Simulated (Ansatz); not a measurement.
## Input and output of a self-consistent single point for Hf (Fm-3m, 1 atom in the cell) (Ansatz)

Computed with LDA (PW92), default PAW files made with PBE (plane waves; Ansatz, a program for electronic structure).

This input was run:

Ansatz 0.2 input:
```yaml
crystal:
  lattice:
    - [0.000000, 2.246441, 2.246441]
    - [2.246441, 0.000000, 2.246441]
    - [2.246441, 2.246441, 0.000000]
  atoms:
    - { symbol: Hf, position: [0.000000, 0.000000, 0.000000] }
basis:
  ecutwfc: 420.0
kpoints:
  mp_grid: { grid: [13, 13, 13] }
hamiltonian:
  xc: lda
  pseudopotentials: { kind: paw }
scf:
  occupations: { method: fermi_dirac, width: 0.1 }
output:
  forces: true
  eigenvalues: true
  stress: true
```

Output (repeated stretches shortened):

```
WARN ansatz: RAYON_NUM_THREADS=1 ignored (pool sized by the plan → 1); use --threads N
Pseudopotentials: kind: paw
Pseudopotential: Hf, paw, valence charge 26
Crystal: 1 atoms, lattice volume = 22.673 Å³
Basis set: ecut = 420 eV, 459 PW (Γ)
Bands: 17, of which v1, the nominal top of the filled ones, is band 13 counted from 1 (12 counted from 0)
Symmetry: 48 space group operations
Space group: Fm-3m (ITA 225), of the structure as read, at distance tolerance 2.8e-5 Å
k-points: 84 of 2197
PAW frozen core: Hf, regenerated for the run's functional, and the local potential with it
Initial density: superposition of atomic densities (neutral atoms: chi_scale 0, normalization atom), corrected by the library's trained network
Initial wavefunctions: pseudopotential atomic-orbital guess
Eigensolver: davidson
Functional: x = slater, c = lda
SCF iter   1: F=—  HF=-15476.761382 eV  |F-HF|=—  |Δ(HF+E_count)|=         —  Δρ=4.05e-3  dr2=1.69e-3  ethr=1.77e-3  ⟨swp⟩=4.7  Hψ=6007  notcnv=0
all-band conjugate gradients solve this SCF's bands
preconditioner: auto → none
SCF iter   2: F=—  HF=-15476.761178 eV  |F-HF|=—  |Δ(HF+E_count)|=   2.04e-4  Δρ=2.48e-3  dr2=6.99e-4  ethr=6.52e-6  ⟨swp⟩=2.0  Hψ=2783  notcnv=0
SCF iter   3: F=—  HF=-15476.761179 eV  |F-HF|=—  |Δ(HF+E_count)|=   1.33e-6  Δρ=8.93e-4  dr2=7.91e-5  ethr=2.69e-6  ⟨swp⟩=2.1  Hψ=2037  notcnv=0
SCF iter   4: F=—  HF=-15476.761192 eV  |F-HF|=—  |Δ(HF+E_count)|=   1.28e-5  Δρ=4.77e-5  dr2=1.47e-7  ethr=3.04e-7  ⟨swp⟩=2.9  Hψ=2556  notcnv=0
iter 5 did not close the SCF: its close was put off for the readings that it lacked (scf_convergence_deferred on its scf_iter line)
SCF iter   5: F=-15476.761192 eV  HF=-15476.761192 eV  |F-HF|=2.91e-8  |Δ(HF+E_count)|=   2.93e-7  Δρ=1.04e-5  dr2=8.25e-9  ethr=5.67e-10  ⟨swp⟩=3.1  Hψ=3076  notcnv=0
SCF iter   6: F=-15476.761192 eV  HF=-15476.761192 eV  |F-HF|=9.60e-10  |Δ(HF+E_count)|=   1.26e-8  Δρ=1.48e-6  dr2=6.81e-10  ethr=3.17e-11  ⟨swp⟩=3.1  Hψ=5849  notcnv=0
SCF 1 converged in 6 iterations: F = -15476.761192 eV  dr2 = 6.81e-10
SCF converged after 6 iterations
Free energy (F): -15476.761192 eV
Harris-Foulkes:  -15476.761192 eV  (|F-HF|=9.60e-10)
Internal energy: -15476.711105 eV  (E = F + TS)
E sigma→0 (E₀):  -15476.736148 eV
Entropy (-TS):   -0.050087 eV (-50.087 meV/atom)
Fermi energy:    19.106376 eV
--- Per-component energies (eV) ---
  E_band       = 19.094932
  E_kinetic    = 424.264291
  E_local      = -5121.302095  (includes V_loc(G=0)·N_el)
  E_nonlocal   = -1233.026436
  E_hartree    = 2400.397577
  E_xc         = -297.180341
  E_vxc        = -266.048107  (∫ρ·V_xc dr)
  E_paw        = -6685.600362  (= ΣΔE_a)
  E_vpaw       = 1414.409863  (= ΣTr[D̂ρ^β])
  E_aug_tail   = -0.000001  (compensation charges beyond the density's cutoff)
  E_ewald      = -4966.720980
  E_core_change = 2.457243  (= ΣΔE_core)
  E_smearing   = -0.050087  (= −TS)
  E_closure    = 0.000000  (closes the sum)
  Σ components = -15476.761192   (vs F -15476.761192, Δ=0.00e0)
--- Forces (eV/Å), atoms counted from 1 ---
  atom   1  Hf    -0.00000000    -0.00000000     0.00000000
  max |Σ_I F_I| component: 1.12e-30 eV/Å
--- Stress (GPa, compression-positive) ---
       -8.633787      -0.000000      -0.000000
        0.000000      -8.633787      -0.000000
       -0.000000      -0.000000      -8.633787
  P = ⅓ Tr σ = -8.6338 GPa (-86.338 kbar)
  The stress holds the Pulay correction. Without it, at fixed plane waves, as pw.x and ABINIT print it: P = -8.6642 GPa
--- Band table (eV; the first three rows and the last of 84) ---
  k-point 0: bands = ["-42.6449", "-10.9267", "-10.9267", "-10.9267", "7.3373", "7.3550", "7.3550", "7.3550", "7.4258", "7.4258", "7.4258", "11.9688", "20.4175", "20.4175", "20.4175", "23.1142", "23.1142"]
  k-point 1: bands = ["-42.6415", "-10.9743", "-10.9328", "-10.9328", "7.3402", "7.3543", "7.3572", "7.3572", "7.4219", "7.4219", "7.4260", "12.1726", "20.2227", "20.5152", "20.5152", "23.0144", "23.0144"]
  k-point 2: bands = ["-42.6322", "-11.1044", "-10.9496", "-10.9496", "7.3450", "7.3558", "7.3631", "7.3631", "7.4113", "7.4113", "7.4264", "12.7509", "19.7669", "20.7261", "20.7261", "22.8595", "22.8595"]
  k-point 83: bands = ["-42.5671", "-11.4728", "-11.4074", "-11.2089", "7.3612", "7.3670", "7.3734", "7.3816", "7.3855", "7.3911", "7.4134", "17.3619", "18.4888", "18.8307", "21.6577", "25.5946", "27.2395"]
```

The run converged in 6 iterations.

The starting cell comes from a database of computed structures (which also holds hypothetical and non-ambient phases and stackings), without a prior relaxation at this level. Its lattice was rescaled by up to half a per cent. Spin-orbit coupling is off. With a pressure of about -9 GPa the cell is away from its equilibrium volume at this level. Ansatz's pressure includes its estimate of the finite-basis (Pulay) stress.
